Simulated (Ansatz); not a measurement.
## InSb under a change: biaxial strain −1.67 %, plane normal [111], relaxed out of plane

The reference is InSb in the zinc blende structure (space group F-43m, No. 216; a = 6.450 Å). Axes: x, y, z lie along the cube axes.

Now apply this change: compressive biaxial strain of 1.67 % in the plane normal to [111], as in epitaxy on a mismatched substrate; the out-of-plane cell vector and the atoms relax.

Calculations: LDA (Ansatz, a first-principles code), no SOC. Settings: 13×13×13 k-points, 0.05 eV Fermi–Dirac smearing.

The volume per atom drops by 0.763 Å³, from 33.54 Å³ to 32.77 Å³ and the space group changes from F-43m (No. 216) to R3m (No. 160). The shortest interatomic distance shrinks by 0.0255 Å (2.793 Å → 2.767 Å) and the energy increases by 5.8 meV/atom. The pressure (mean of the normal stresses, compression positive) goes from zero to 1.1 GPa and the band gap is still zero. The out-of-plane strain is +1.07 % (rough) and the mean in-plane stress (compression positive) amounts to +1.7 GPa (rough).

Without a gap, meshes like the base's 13×13×13 leave anisotropic stresses uncertain by several tenths of a GPa, and small strain energies with them. With Sb present, leaving out spin-orbit coupling can change the band edges. Whether these cells are dynamically stable was not tested. The final runs are not spin-polarised. A zero or small gap of InSb can be the functional's error rather than a property of the material.
